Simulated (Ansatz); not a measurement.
An Ansatz (a first-principles code) input (Kohn–Sham DFT with the PBEsol functional, run in Ansatz with PAW and 420 eV plane waves, spin-orbit coupling left out):

Ansatz 0.2 input:
```yaml
crystal:
  lattice:
    - [3.187615207, 0, 0]
    - [1.5938076035, 2.7605557467, 0]
    - [1.5938076035, -0.9201852489, 2.666963408]
  atoms:
    - { symbol: Ce, position: [0, 0, 0] }
basis: { ecutwfc: 420, ecutrho_ratio: 4, xc_grid: 2, fft_grid_basis: typed }
kpoints: { mp_grid: { grid: [17, 17, 17] } }
hamiltonian:
  xc: pbesol
  dispersion: none
  pseudopotentials: { kind: paw }
scf: { occupations: { method: fermi_dirac, width: 0.05 } }
relax: { f_tol: 0.005, max_steps: 50, cell: { stress_tol: 0.01, fix: [a, b, gamma] } }
output: { forces: true, stress: true }
checkpoint: { write: state.ck, write_every: 1000 }
```

Problem. Which symmetry and how many k-points will the program report, and about how many plane waves at Γ?

Solution. Space group R-3m (ITA 166) with 12 operations, k-points 489 of 4913, and 465 plane waves at Γ.

Problem. And the final pressure?

Solution. 1.49 GPa (compression positive).

The 4f electrons are in the valence with no U and their state was not checked, so volumes and moments can be off. The cells carry an imposed strain or load. Whether these cells are dynamically stable was not tested. The final runs are not spin-polarised. The cell was made from Ce in the fcc (Cu type) structure (space group Fm-3m, No. 225) by this change: biaxial strain −1.62 %, plane normal [111], relaxed out of plane.
